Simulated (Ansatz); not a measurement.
**Amorphous Si18K12O42**

Preparation: random packing, a CHGNet melt and quench, and a DFT relaxation. O atoms were pushed apart under 1.9 Å during the dynamics, to hinder bonds among them. The hot cell started wider than the set density and was brought back towards it in steps. It is the lowest in DFT energy of 2 quenches. It is a model cell: composition and starting density were chosen by hand, and all elements were melted together. No dispersion term was used.

Methods: PBE, scalar-relativistic without spin-orbit coupling (Ansatz, a quantum-chemistry and plane-wave program); r2SCAN, scalar-relativistic without spin-orbit coupling (Ansatz); HSE06, scalar-relativistic without spin-orbit coupling (Ansatz). Geometry, pressure, stress and energy are those of the PBE run. Its sampling: a 2×2×2 Γ-centred mesh; Fermi-Dirac width 0.02 eV; no spin polarisation. Other functionals are single points at the zone centre (r2SCAN at 500 eV; exact exchange cut at the cell's faces), free to take moments where seeds were set. At PBE the levels at the filled edge of the gap are localised (band-tail or defect states), and the nearest spread-out levels lie 5.2 eV apart at the zone centre.

```json
{
 "number_of_atoms_in_the_cell": "72",
 "Density (volume relaxed, without dispersion)": "2.20 g/cm^3",
 "volume_per_atom": "17.23 Å³",
 "Pressure on a 2×2×2 Γ-centred mesh": "0.03 GPa",
 "Largest force and stress component on that mesh (the relaxation ran on the zone centre alone)": "0.03 eV/Å and 0.1 GPa",
 "Level gap on a 2×2×2 Γ-centred mesh (PBE)": "3.27 eV",
 "Level gap at the zone centre (PBE)": "3.27 eV",
 "Level gap at the zone centre (r2SCAN)": "3.79 eV",
 "Level gap at the zone centre (HSE06)": "4.78 eV"
}
```

Cut-offs for bonds: Si-Si 2.60 Å, Si-K 3.45 Å, Si-O 2.06 Å, K-K 4.47 Å, K-O 3.50 Å, O-O 1.58 Å. Two cations that share two anions don't count as bonded, nor two that share one unless they lie closer than Si-Si 2.38 Å, Si-K 3.36 Å, K-K 4.34 Å.

| Property | Value |
|---|---|
| Mean coordination of Si by anions | 4.06 (17 with 4, 1 with 5) |
| Mean coordination of K by anions | 6.00 (1 with 4, 2 with 5, 6 with 6, 2 with 7, 1 with 8); 24 close contacts or bonds to cations besides |
| Mean coordination of O | 3.45 (4 with 2, 17 with 3, 19 with 4, 2 with 5) |
| Mean Si-O bond | 1.653 Å (spread 0.053 Å, 73 counted) |
| Mean K-O bond | 2.926 Å (spread 0.270 Å, 72 counted) |

Its density started from a set value of 2.33 g/cm³. Cooling (nominally 260 K/ps over its main leg) ran many orders faster than in experiment, which tends to leave more defects and strain. A cell of this size samples the disorder only roughly. Volume and shape were free in the relaxation.
